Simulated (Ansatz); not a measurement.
Levels about the gap of amorphous Si$_{24}$O$_{51}$Y$_{2}$ (77 atoms in a cell of 1215 Å³, 2.28 g/cm³; zone centre alone, so wide bands show as single levels with stretches between that a denser mesh fills), at the geometry that PBE relaxed, where it gives 0.0 GPa on a denser mesh. Exact exchange is cut at the faces of this small cell, which leaves a finite-size error. The participation number counts the atoms over which a state spreads; weights are charges in smoothed Voronoi cells. The levels come from a single point, so bond lengths are those of that geometry. Method of the levels: HSE06, scalar-relativistic without spin-orbit coupling (Ansatz, a first-principles code). Sampling: the zone centre alone; Fermi-Dirac width 0.02 eV; no spin polarisation. At PBE the levels at the filled edge of the gap are localised (band-tail or defect states), and the nearest spread-out levels lie 5.2 eV apart at the zone centre.

The cell was made by melting and quenching with the CHGNet potential and then relaxed with DFT. O atoms were pushed apart under 1.9 Å during the dynamics, to hinder bonds among them. The hot cell started wider than the set density and was brought back towards it in steps. It is the lowest in DFT energy of 2 quenches. It is a model cell: composition and starting density were chosen by hand, and all elements were melted together. No dispersion term was used. Its density started from a set value of 2.38 and ended at 2.28 g/cm³. The simulated quench (nominally 400 K/ps over its main leg) is rapid and tends to freeze in more defects than a deposited or slowly cooled glass has. Values belong to this one cell and scatter from quench to quench. Volume and shape were free in the relaxation.

```csv
"E - E(highest filled), eV",filling,participation number,largest on,weight O,weight Y,weight Si
-0.38,filled,11.1,"O, 2 neighbours",0.94,0.03,0.03
-0.36,filled,6.8,"O, 2 neighbours",0.95,0.02,0.03
-0.30,filled,7.1,"O, 2 neighbours",0.95,0.01,0.04
-0.17,filled,6.5,"O, 2 neighbours",0.95,0.02,0.03
-0.13,filled,4.1,"O, 2 neighbours",0.95,0.01,0.03
-0.09,filled,7.3,"O, 2 neighbours",0.95,0.01,0.04
0.00,filled,6.6,"O, 2 neighbours",0.96,0.01,0.03
6.15,empty,14.2,"Y, 5 neighbours",0.63,0.24,0.13
6.96,empty,8.2,"Y, 5 neighbours",0.51,0.36,0.14
7.70,empty,6.4,"Y, 5 neighbours",0.45,0.43,0.12
7.73,empty,18.8,"Y, 5 neighbours",0.56,0.26,0.18
7.84,empty,5.6,"Y, 5 neighbours",0.50,0.43,0.07
8.08,empty,7.6,"Y, 5 neighbours",0.44,0.48,0.08
8.18,empty,8.2,"Y, 5 neighbours",0.41,0.47,0.12
```

Most localised among these is the filled level at -0.13 eV, on a O atom, which has 2 neighbours (Si 1.61 Å, Y 2.14 Å).
